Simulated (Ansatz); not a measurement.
A user runs Ansatz (a quantum-chemistry and plane-wave program) on CrGaFeSe₄ (R3m, 7 atoms in the cell) and asks whether the run is sound. The aim is a self-consistent single point with DFT, PBEsol, plane waves, default PAW files made with PBE.

Cell that was meant: a = 12.9589 Å, b = 12.9589 Å, c = 12.9589 Å, α = 17.05°, β = 17.05°, γ = 17.05°.

Part of the input:

Ansatz 0.2 input:
```yaml
magnetization:
  spin_polarized: true
scf:
  occupations: { method: cold, width: 1.0 }
output:
  forces: true
  eigenvalues: true
```

Output (repeated stretches shortened):

```
WARN basis.ecutwfc = 420 eV, the default
WARN ansatz: RAYON_NUM_THREADS=1 ignored (pool sized by the plan → 1); use --threads N
   [... lines left out ...]
PAW frozen core: Se, regenerated for the run's functional, and the local potential with it
Initial density: superposition of atomic densities (chi_scale 0.1, normalization cell, long waves kept (reshape's long-wave potential 0.62 eV rms))
Starting moments: Σ|m| = 7 μB on 2 of 7 sites
Initial wavefunctions: pseudopotential atomic-orbital guess
Eigensolver: davidson
Functional: x = pbesol(κ = 0.804, μ = 0.12345679012345678), c = pbesol(β = 0.046)
SCF iter   1: F=—  HF=-33242.104816 eV  |F-HF|=—  |Δ(HF+E_count)|=         —  Δρ=3.99e-2 (↑2.81e-2 ↓3.99e-2)  dr2=1.03e1  dr2_m=1.20e0  M=5.669 μB ∫|m|=5.945 μB  β_m=0.30  ethr=3.10e-3  ⟨swp⟩=5.8  Hψ=9910  notcnv=0
Mixer restart at iter 1: flushing history
all-band conjugate gradients solve this SCF's bands
preconditioner: auto → Kerker (q_TF=auto, 2.543 Å⁻¹)
   [... lines left out ...]
SCF iter  42: F=—  HF=-33240.221258 eV  |F-HF|=—  |Δ(HF+E_count)|=   4.11e-8  S|Δr|=    0.00e0  Δρ=6.10e-6 (↑6.10e-6 ↓1.76e-6)  dr2=1.60e-7  dr2_m=1.50e-8  M=-0.368 μB ∫|m|=7.056 μB  β_m=0.53  ethr=5.54e-10  ⟨swp⟩=2.0  Hψ=3022  notcnv=0  defer=168
SCF iter  43: F=-33240.221258 eV  HF=-33240.221258 eV  |F-HF|=2.26e-8  |Δ(HF+E_count)|=   6.64e-9  S|Δr|=    0.00e0  Δρ=1.91e-6 (↑1.91e-6 ↓1.38e-6)  dr2=3.69e-8  dr2_m=1.88e-9  M=-0.368 μB ∫|m|=7.056 μB  ethr=9.35e-11  ⟨swp⟩=9.6  Hψ=12354  notcnv=0
SCF 1 converged in 43 iterations: F = -33240.221258 eV  dr2 = 3.69e-8
WARN: the starting moments were not kept: 1 of 2 ended reversed and 1 kept their direction, counting a site from 0.1 μB …
   [... lines left out ...]
Absolute magnetization: 7.0374 μB (∫|ρ↑−ρ↓|, with the PAW one-centre terms)
Free energy (F): -33240.221258 eV
Fermi energy:    8.297838 eV
   [... lines left out ...]
  atom   7  Se     0.00000000     0.00000000     0.19717174
--- Stress (GPa, compression-positive) ---
       -3.978082       0.000000      -0.000000
        0.000000      -3.978082      -0.000000
       -0.000000      -0.000000      -3.875223
  P = ⅓ Tr σ = -3.9438 GPa (-39.438 kbar)
  The stress holds the Pulay correction. Without it, at fixed plane waves, as pw.x and ABINIT print it: P = -3.9711 GPa
```

Q: Is this run sound? If not, what is wrong?

A: The run is not sound. The fault is a smearing width that is far too large. A width of many tenths of an electronvolt moves electrons far across the Fermi level or the gap, and the free energy and its derivatives carry a large smearing term. To fix it, use a width small against the gap or band features. The run converged in 43 iterations without an error; against the sound input the free energy falls by 5.8 meV/atom, the pressure goes from -3.59 to -3.94 GPa, the largest force goes from 0.266 to 0.322 eV/Å and the size of the net moment hardly changes (0.07 to 0.05 μB/atom).

The sound input it was made from differs as follows (other fixes are possible):
```diff
-  occupations: { method: cold, width: 1.0 }
+  occupations: { method: cold, width: 0.272 }
```

With that input, the run converged in 51 iterations: free energy E − TS (on the zero of these files) -33240.1809 eV; Fermi level (on the code's own zero) 8.50 eV; pressure -3.59 GPa; largest force (vector length) 0.266 eV/Å; size of the cell's spin moment 0.48 μB (DFT, PBEsol, plane waves, default PAW files made with PBE).

On the sound input: the starting cell comes from a database of computed structures (which also holds hypothetical and non-ambient phases and stackings), without a prior relaxation at this level. The magnetic order is the one reached from the typed start; others were not searched systematically. The program warned that a starting moment was not kept. With a pressure of about -4 GPa the cell is away from its equilibrium volume at this level. Ansatz's pressure includes its estimate of the finite-basis (Pulay) stress.
